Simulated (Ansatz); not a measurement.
Ansatz (a first-principles code) run on Al (P6_3/mmc, 2 atoms in the cell): zone-centre phonon calculation.

Method: LDA (PW92), default PAW files made with PBE (plane waves; Ansatz).

```
Al
1.0
    2.82090     0.00000     0.00000
   -1.41045     2.44297     0.00000
    0.00000     0.00000     4.88145
Al
2
Direct
  0.66667   0.33333   0.75000
  0.33333   0.66667   0.25000
```

Reference input (self-consistent single point, DFT, LDA (PW92), plane waves, default PAW files made with PBE): basis.ecutwfc = 30.9 Ry; kpoints.mp_grid.grid = 13 13 7; hamiltonian.xc = lda; hamiltonian.pseudopotentials = {kind: paw} (the program's default PAW files); scf.occupations.method = gaussian; scf.occupations.width = 0.0073 Ry. This run's input differs from it in these lines:

Ansatz 0.2 input:
```diff
@@ -11,3 +11,3 @@
 kpoints:
-  mp_grid: { grid: [13, 13, 7] }
+  mp_grid: { grid: [30, 30, 15] }
 hamiltonian:
@@ -17,6 +17,4 @@
   occupations: { method: gaussian, width: 0.0073 Ry }
-output:
-  forces: true
-  eigenvalues: true
-  stress: true
+phonons:
+  method: dfpt
```

Output (repeated stretches shortened):

```
SCF iter   1: F=—  HF=-1025.662751 eV  |F-HF|=—  |Δ(HF+E_count)|=         —  Δρ=3.69e-3  dr2=4.79e-3  ethr=1.77e-3  ⟨swp⟩=5.2  Hψ=108686  notcnv=0
all-band conjugate gradients solve this SCF's bands
preconditioner: auto → none
SCF iter   2: F=—  HF=-1025.661635 eV  |F-HF|=—  |Δ(HF+E_count)|=   1.12e-3  Δρ=2.28e-3  dr2=1.92e-3  ethr=7.99e-5  ⟨swp⟩=1.0  Hψ=28934  notcnv=0
SCF iter   3: F=—  HF=-1025.660872 eV  |F-HF|=—  |Δ(HF+E_count)|=   7.63e-4  Δρ=1.07e-4  dr2=2.73e-6  ethr=3.20e-5  ⟨swp⟩=2.0  Hψ=18864  notcnv=0
SCF iter   4: F=—  HF=-1025.660870 eV  |F-HF|=—  |Δ(HF+E_count)|=   2.56e-6  Δρ=1.26e-5  dr2=6.39e-8  ethr=4.54e-8  ⟨swp⟩=2.0  Hψ=18311  notcnv=0
SCF iter   5: F=—  HF=-1025.660870 eV  |F-HF|=—  |Δ(HF+E_count)|=   1.46e-7  Δρ=1.27e-6  dr2=5.82e-10  ethr=1.06e-9  ⟨swp⟩=1.4  Hψ=15344  notcnv=0
SCF iter   6: F=-1025.660870 eV  HF=-1025.660870 eV  |F-HF|=4.55e-13  |Δ(HF+E_count)|=  1.36e-10  Δρ=4.12e-8  dr2=5.74e-13  ethr=1.00e-12  ⟨swp⟩=4.2  Hψ=58035  notcnv=0
SCF 1 converged in 6 iterations: F = -1025.660870 eV  dr2 = 5.74e-13
DFPT response loops at Γ: preconditioner auto → Kerker (q_TF=auto, 2.047 Å⁻¹) (partly filled bands, converged f_vac=0.000) …
Free energy (F): -1025.660870 eV
Internal energy: -1025.656246 eV  (E = F + TS)
E sigma→0 (E₀):  -1025.658558 eV
Entropy (-TS):   -0.004624 eV (-2.312 meV/atom)
Fermi energy:    7.515430 eV
--- Phonons (Γ-DFPT): 2 representative perturbations + reference, on 1928 of 13500 k-points (Σ response iterations 6) ---
  k mesh reduced under 4 symmetry operations, with k and −k counted as one. Each operation leaves every solved displacement unchanged or reverses it
  ASR residual: 9.596e-6 → 0.000e0 eV/Å²; symmetrization residual: 1.029e-7 eV/Å²
  ASR residual per site (eV/Å²): 9.60e-6 9.60e-6
  Γ frequencies (cm⁻¹): 0.00 0.00 0.00 114.81 114.81 260.08
  non-analytic LO–TO correction: not included (Born effective charges unavailable; polar crystals: no LO–TO splitting at Γ)
```

The run converged in 6 iterations. 

Summary of the result:
- Free energy E − TS (on the zero of these files): -1025.6609 eV
- Fermi level (on the code's own zero): 7.52 eV
- Zone-centre frequencies (cm⁻¹; negative means imaginary): 0, 0, 0, 115, 115, 260

The starting cell comes from a database of computed structures (which also holds hypothetical and non-ambient phases and stackings), without a prior relaxation at this level. Its lattice was rescaled by up to half a per cent.

Cost on one core of a shared machine: roughly 2 min.
